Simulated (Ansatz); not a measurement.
# TiO2 (model structure, started from the CdI2 type, P-3m1, No. 164, 3 atoms in the cell): band gap by level of theory

No measured value is used here.

```json
[
 {"level (code)": "PBE (Ansatz)", "value (eV)": "2.65", "cell (Å³/atom)": "14.39"},
 {"level (code)": "PBEsol (Ansatz)", "value (eV)": "2.70", "cell (Å³/atom)": "13.17"},
 {"level (code)": "PBE-D3(BJ) (Ansatz)", "value (eV)": "2.51", "cell (Å³/atom)": "11.58"}
]
```

Computed values are for a static lattice.  PBE, PBEsol, PBE-D3(BJ): the gap is read on the k mesh or supercell of the run alone and can be too large. Each level is taken at its own relaxed cell. Ansatz's density-functional and Hartree–Fock values are scalar-relativistic unless marked +SOC, with PAW data made under PBE.

A model structure was made by putting elements into a prototype or built by hand; it is no filed structure, need not be a known phase, and can be a saddle point held by its symmetry.

Ansatz is a program for electronic structure.
